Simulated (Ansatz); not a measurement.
The parent structure is Cd in the hcp (Mg type) structure (space group P6_3/mmc, No. 194; relaxed with 0.1 eV smearing).

```yaml
crystal:
  lattice:
    - [3.02943, 0.00000, 0.00000]
    - [-1.51472, 2.62357, 0.00000]
    - [0.00000, 0.00000, 5.75892]
  atoms:
    - { symbol: Cd, position: [0.33333, 0.66667, 0.75000] }
    - { symbol: Cd, position: [0.66667, 0.33333, 0.25000] }
```

Cartesian axes are those of the cell as printed.

Calculations: PBE (Ansatz, a first-principles code), no SOC.

Now apply this change: uniaxial strain ε_zz = +0.44 %, all other strain components held at zero, atoms relaxed at fixed cell.

**Question.** Predict the new stress.

**Answer.** The stress (xx, yy, zz, yz, xz, xy; compression positive) amounts to (-0.1, -0.1, -0.2, 0.0, 0.0, 0.0) GPa.

No phonon test of stability was made.
